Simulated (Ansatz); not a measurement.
**Cu (model structure, Im-3m, No. 229, 1 atom in the cell)**

Calculation: LDA (Ansatz, a first-principles code, plane waves, PAW).

Run with plane-wave cutoff 520 eV, 26×26×26 k mesh, Fermi–Dirac smearing 0.05 eV, no spin polarisation, scalar-relativistic PAW data made under PBE.

Cell (relaxed at this level):

```xyz
1
Lattice="-1.3978 1.3978 1.3978 1.3978 -1.3978 1.3978 1.3978 1.3978 -1.3978" Properties=species:S:1:pos:R:3 pbc="T T T"
Cu     0.0000     0.0000     0.0000
```

| Quantity | Value |
|---|---|
| bulk modulus B0 | 187 GPa |

Note: the run has no spin polarisation, so it can have missed a magnetic state; the bulk modulus is −V dP/dV from two relaxed cells at ±2 % in volume; the relaxation could raise the start's symmetry but not lower it, so the cell can be a saddle point.

Computed values are for the static lattice.

A model structure was made by putting elements into a prototype or built by hand; it is no filed structure, need not be a known phase, and can be a saddle point held by its symmetry.
